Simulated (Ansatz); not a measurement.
Surface energy of faces of fcc Ag in PBE and in RPBE, in Ansatz (plane waves, PAW). Symmetric slabs relaxed with PBE from ideal cuts in 1x1 cells (the lowest computed cut and spin start of each face; real faces may reconstruct in larger cells); RPBE values are single points on them, with the bulk at the same level. No spin-orbit coupling, no U.

```tsv
face	PBE (J/m²)	RPBE (J/m²)
(100)	0.82	0.61
(110)	0.89	0.68
(111)	0.72	0.52
(210)	0.92	0.70
(211)	0.85	?
(221)	0.83	0.62
(311)	0.88	0.66
(320)	0.92	0.70
(321)	0.89	0.68
```

Fit a straight line y = a·x + b by least squares to the 8 complete rows (x: PBE (J/m²); y: RPBE (J/m²)).

the means are x̄ = 0.8588 and ȳ = 0.6462; Σ(x − x̄)² = 0.031488 and Σ(x − x̄)(y − ȳ) = 0.028663, so a = 0.910 and b = ȳ − a·x̄ = -0.135. The largest residual is 0.006.

What does the line predict for the withheld row, (211), and what did the calculation give?

the line gives 0.64; the calculation gave 0.64, a miss of 0.00, of the size of the fitted rows' scatter and rounding.

Ansatz is a program for electronic structure.
